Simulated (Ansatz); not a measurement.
Cubic perovskite BaZrO₃, treated with PBE (PAW; Ansatz, an electronic-structure program).

Numerical settings: plane-wave cutoff 520 eV, 6×6×6 k mesh, perturbation theory, scalar-relativistic PAW data made under PBE.

The cell has the measured lattice: a = b = c = 4.191 Å, α = β = γ = 90.00°.

Problem. What does this level give for the high-frequency dielectric constant?

Solution. 
high-frequency dielectric constant: 4.86

Note: the run finds an imaginary mode (69i cm⁻¹), so the cell is a saddle point at this level; the cell isn't this level's own, so it is under some stress, which shifts stiffness and frequencies.

Spin–orbit coupling is not included.
